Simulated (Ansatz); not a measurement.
Base system: AlN (space group P4_2/mnm, No. 136; a = 5.294 Å, c = 3.109 Å; a hypothetical phase, not in the database extracts checked). Axes: x, y, z lie along a, b, c of the conventional cell.

Now apply this change: strain tensor (xx, yy, zz, yz, xz, xy) = (−0.19, +0.30, −0.30, −0.03, −0.01, −0.91) %, atoms relaxed at fixed cell.

Levels (all Ansatz, an electronic-structure program, PAW): PBEsol (420 eV, no SOC); r2SCAN (500 eV, no SOC); HSE06 (420 eV, no spin-orbit coupling).

At the geometry relaxed with PBEsol, these levels gave the following band gaps, in shuffled order: (a) 3.74 eV, (b) 5.14 eV, (c) 4.42 eV.

Problem. Match each gap to its level.

Solution. (a) PBEsol; (b) HSE06; (c) r2SCAN.

Single points use the geometry relaxed with PBEsol. HSE06 gaps are upper bounds (no full band path). No phonon test of stability was made.
